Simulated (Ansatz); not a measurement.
# A computed series for GaN: response to strain

Consider GaN in the zinc blende structure (space group F-43m, No. 216; a = 4.498 Å). Axes: x, y, z lie along the cube axes.

Strains are applied to the cell and any free atomic positions relax; under biaxial strain the out-of-plane vector relaxes too.

Computed with PBEsol (Ansatz, an electronic-structure program), no spin-orbit coupling.

| biaxial strain, plane normal [111], relaxed out of plane (%) | out-of-plane strain (%) |
|---|---|
| 0 | 0.00 |
| 0.42 | -0.18 |
| 0.83 | -0.37 |
| 1.25 | ? |
| 1.67 | -0.73 |
| 2.08 | -0.89 |
| 2.5 | -1.07 |

Task: Fit ε⊥ = −νε + γε² (strains in %) to the rows shown and predict the withheld row.

Result: Least squares on the printed values gives ν = 0.45 (the biaxial Poisson response) and γ = 0.009 (largest residual 0.01 %); this predicts -0.55 %, and the run gives -0.55 %, in agreement.

Whether these cells are dynamically stable was not tested. This is not the structure that GaN has at room temperature and ambient pressure.
